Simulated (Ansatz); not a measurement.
Cost against accuracy: basis.ecutwfc for LaTe (Fm-3m, 2 atoms in the cell)

```xyz
2
Lattice="0.0000 3.2145 3.2145 3.2145 0.0000 3.2145 3.2145 3.2145 0.0000" Properties=species:S:1:pos:R:3 pbc="T T T"
La     0.0000     0.0000     0.0000
Te     3.2145     3.2145     3.2145
```

Method: PBEsol, default PAW files made with PBE (plane waves; Ansatz, an electronic-structure program).

Base settings: basis.ecutwfc = 420 eV; kpoints.mp_grid.grid = 5 5 5; hamiltonian.xc = pbesol; hamiltonian.pseudopotentials = {kind: paw} (the program's default PAW files); scf.occupations.method = cold; scf.occupations.width = 0.272 eV.

Misses are taken against the tightest run, 840 eV, which need not be fully converged itself. The energy is the free energy per atom.

The count of work is k-points × plane waves × bands × iterations; it is no time, and leaves out set-up, grids and terms that scale otherwise. 

Ansatz's pressure holds its estimate of the finite-basis (Pulay) stress, which hides part of the cutoff error; the uncorrected pressure shows it.

The starting cell comes from a database of published, mostly measured structures (it also holds non-ambient and calculated ones), without a prior relaxation at this level. Ansatz's pressure includes its estimate of the finite-basis (Pulay) stress.

| basis.ecutwfc | energy less reference (meV/atom) | pressure less reference (GPa) | uncorrected pressure less reference (GPa) | count of work / reference |
|---|---|---|---|---|
| 170 eV | 13347.44 | -1.37 | -267.60 | 0.10 |
| 210 eV | 2927.17 | 1.45 | -78.16 | 0.12 |
| 250 eV | 524.64 | -0.17 | -18.59 | 0.16 |
| 295 eV | 65.68 | -0.03 | -3.17 | 0.20 |
| 335 eV | 7.39 | 0.00 | -0.44 | 0.25 |
| 380 eV | 1.25 | 0.00 | -0.03 | 0.31 |
| 420 eV | 0.69 | 0.00 | -0.01 | 0.35 |
| 485 eV | 0.22 | 0.00 | 0.00 | 0.44 |
| 545 eV | 0.13 | 0.00 | 0.00 | 0.52 |
| 630 eV | 0.06 | 0.00 | 0.00 | 0.66 |
| 735 eV | 0.02 | 0.00 | 0.00 | 0.81 |
| 840 eV | 0.00 | 0.00 | 0.00 | 1.0 |

Coarsest setting among those run that, with all tighter ones, holds the energy within 2 meV/atom of the reference: 380 eV, off by 1.3 meV/atom; it needs 0.31 of the reference's count of work.

Coarsest setting among those run that, with all tighter ones, holds the energy within 1 meV/atom of the reference: 420 eV, off by 0.69 meV/atom; it needs 0.35 of the reference's count of work.

The step from 335 eV to 630 eV: it takes the miss in the energy from 7.4 to 0.06 meV/atom, for 2.6 times the count of work.

Keys are those of Ansatz 0.2.
